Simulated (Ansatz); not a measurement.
Take RbGeF₃ in the cubic perovskite structure (space group Pm-3m, No. 221; a = 4.424 Å; a hypothetical phase, not in the database extracts checked) as the base. Axes: x, y, z lie along the cube axes.

All numbers come from r2SCAN (Ansatz, a program for electronic structure), scalar-relativistic without spin-orbit coupling.

For the base:

The band gap is 2.06 eV and the pressure is 0.00 GPa.

One thing is altered: a pure shear with ε_yz = ε_zy = 0.0050, atoms relaxed at fixed cell.

**Question.** What does the calculation give for the band gap and pressure after the change?

**Answer.** The band gap shrinks by 0.037 eV, from 2.06 eV to 2.03 eV; the pressure (mean of the normal stresses, compression positive) remains 0.00 GPa.

The cells carry an imposed strain or load. No phonon test of stability was made. Many cubic perovskites are stable only at high temperature; tilts and polar distortions were not tested.
